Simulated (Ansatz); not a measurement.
Pressure series in W3N4

Consider W₃N₄ (space group Pm-3m, No. 221; a = 4.1792 Å).

Cell and atoms are relaxed at each pressure.

Calculations: Kohn–Sham DFT with the PBEsol functional, run in Ansatz (a program for electronic structure) with PAW and 420 eV plane waves, no spin-orbit coupling.

```csv
P (GPa),V (Å³/atom)
-1.99,10.484
-0.99,10.455
0.30,10.419
0.69,10.408
1.49,10.386
3.00,10.346
5.00,10.293
7.50,10.229
10.00,10.167
```

### Question
Fit a third-order Birch–Murnaghan equation of state.

### Answer
Least squares on P(V) = (3B₀/2)[(V₀/V)^(7/3) − (V₀/V)^(5/3)]·[1 + (3/4)(B₀′ − 4)((V₀/V)^(2/3) − 1)] gives V₀ = 10.43 Å³/atom, B₀ = 373 GPa and B₀′ = 4.5.

Load acts through the strain it causes; cell and atoms are relaxed under it. No phonon test of stability was made. Competing high-pressure phases were not computed. All final runs are without spin polarisation.
